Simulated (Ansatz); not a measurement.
Consider ZnCu2SnS4 (space group I-4, No. 82).

```yaml
crystal:
  lattice:
    - [-2.68698, 2.68698, 5.37717]
    - [2.68698, -2.68698, 5.37717]
    - [2.68698, 2.68698, -5.37717]
  atoms:
    - { symbol: Cu, position: [0.00000, 0.00000, 0.00000] }
    - { symbol: Cu, position: [0.75000, 0.25000, 0.50000] }
    - { symbol: Zn, position: [0.25000, 0.75000, 0.50000] }
    - { symbol: Sn, position: [0.50000, 0.50000, 0.00000] }
    - { symbol: S, position: [0.63866, 0.62965, 0.52819] }
    - { symbol: S, position: [0.10147, 0.11048, 0.47181] }
    - { symbol: S, position: [0.37035, 0.89853, 0.00901] }
    - { symbol: S, position: [0.88952, 0.36134, 0.99099] }
```

Cartesian axes are those of the cell as printed.

Computed with Ansatz (an electronic-structure program) PBEsol, spin-orbit coupling left out, earlier PAW set.

Perturbation: uniaxial stress, 1 GPa compression along x; all other stress components relax to zero.

Question: Estimate the effect on the energy relative to the base.

Answer: The energy goes up by 1.2 meV/atom.

Question: Predict the new strain response.

Answer: The strain response (xx, yy, zz) amounts to (−1.97, +0.78, +0.78) %.

Stability under load was not tested beyond the relaxation. All final runs are without spin polarisation.
